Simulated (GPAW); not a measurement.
GPAW run on AlNi (Pm-3m, 2 atoms in the cell): relaxation of cell and atoms.

Computed with PBE, GPAW PAW datasets PBE (gpaw-data 1.0.1) (plane waves; GPAW).

```
CELL_PARAMETERS angstrom
      2.85971     0.00000     0.00000
      0.00000     2.85971     0.00000
      0.00000     0.00000     2.85971
ATOMIC_POSITIONS crystal
  Al 0.50000 0.50000 0.50000
  Ni 0.00000 0.00000 0.00000
```

Reference input (self-consistent single point, DFT PBE, plane waves, GPAW PAW datasets PBE (gpaw-data 1.0.1)): mode = pw; ecut = 850 eV; xc = PBE; kpts = 15 15 15; mesh shift (steps) = 0 0 0; occupations.name = methfessel-paxton; occupations.width = 0.136 eV; occupations.order = 0; nbands = -6; convergence.density = 1e-05 e/electron; symmetry.symmorphic = false; symmetry.tolerance = 0.0005. This run's input differs from it in these lines:

```diff
@@ -1,2 +1,4 @@
 from ase import Atoms
+from ase.filters import FrechetCellFilter
+from ase.optimize import BFGS
 from ase.units import GPa
@@ -23,2 +25,10 @@
 
+target = FrechetCellFilter(atoms)
+
+opt = BFGS(target, logfile='-')
+converged = opt.run(fmax=0.03, steps=40)
+print('Relaxation converged:', converged)
+print('Cell:', atoms.cell.cellpar().round(4))
+print(atoms.get_scaled_positions().round(5))
+
 energy = atoms.get_potential_energy()
```

Output, abridged:

```
     iter     time        total  log10-change:
                         energy   eigst   dens
iter:   1 --:--:--   -12.463012
iter:   2 --:--:--   -12.351742   -0.28  -1.46
iter:   3 --:--:--   -12.252963   -0.94  -1.52
iter:   4 --:--:--   -12.381602   -1.50  -1.57
iter:   5 --:--:--   -12.326725   -2.70  -1.73
iter:   6 --:--:--   -12.327490   -3.33  -1.95
iter:   7 --:--:--   -12.312531   -2.75  -2.07
iter:   8 --:--:--   -12.312446   -4.33  -3.13
iter:   9 --:--:--   -12.312442c  -6.35  -3.97
iter:  10 --:--:--   -12.312443c  -6.46  -3.99
iter:  11 --:--:--   -12.312443c  -6.15  -3.77
iter:  12 --:--:--   -12.312441c  -7.37  -4.41
iter:  13 --:--:--   -12.312441c  -8.64c -4.69
iter:  14 --:--:--   -12.312441c  -9.22c -5.05c
Converged after 14 iterations.

Dipole moment: (-0.000000, -0.000000, -0.000000) |e|*Ang

Energy contributions relative to reference atoms: (reference = -47971.421712)

Kinetic:        +14.791467
Potential:       -9.517164
External:        +0.000000
XC:             -17.668744
Entropy (-ST):   -0.008626
Local:           +0.086313
SIC:             +0.000000
--------------------------
Free energy:    -12.316755
Extrapolated:   -12.312441

Showing only first 2 kpts
 Kpt  Band  Eigenvalues  Occupancy
  0     7      7.76120    2.00000
  0     8      7.76120    2.00000
  0     9     14.87153    0.00000
  0    10     14.87153    0.00000

  1     7      7.72307    2.00000
  1     8      7.76532    2.00000
  1     9     14.00020    0.00000
  1    10     14.98352    0.00000

Fermi level: 9.34720

No gap
   [... lines left out ...]
Atomic positions and initial magnetic moments
Free energy:    -12.326411
Fermi level: 9.21061
No gap
Atomic positions and initial magnetic moments
Free energy:    -12.336871
Fermi level: 8.87389
No gap
   [... lines left out ...]
     0.000000    -0.001460     0.000000
     0.000000     0.000000    -0.001460

Forces in eV/Ang:
  0 Al    0.00000    0.00000    0.00000
  1 Ni    0.00000   -0.00000    0.00000

BFGS:    2 --:--:--      -12.336871        0.017742
Relaxation converged: True
Cell: [ 2.8967  2.8967  2.8967 90.     90.     90.    ]
[[0.5 0.5 0.5]
 [0.  0.  0. ]]
Energy (eV): -12.332414
Stress (GPa, Voigt): [-0.2339 -0.2339 -0.2339  0.      0.      0.    ]
```

The run converged. GPAW prints stress with tension positive. 

Summary of the result:
- Free energy E − TS (from the program's reference atoms) = -12.3369 eV
- Fermi level (on the code's own zero) = 8.87 eV
- Pressure = 0.23 GPa
- Final cell = a = 2.8967 Å, b = 2.8967 Å, c = 2.8967 Å, α = 90.00°, β = 90.00°, γ = 90.00°
- Final volume per atom = 12.15 Å³
- Relaxation steps = 2

The starting cell comes from a database of computed structures (which also holds hypothetical and non-ambient phases and stackings), without a prior relaxation at this level. Spin polarisation is off. The relaxation keeps the symmetry of its start, so its end need not be a minimum.

Cost on one core of a shared machine: roughly 60 s.
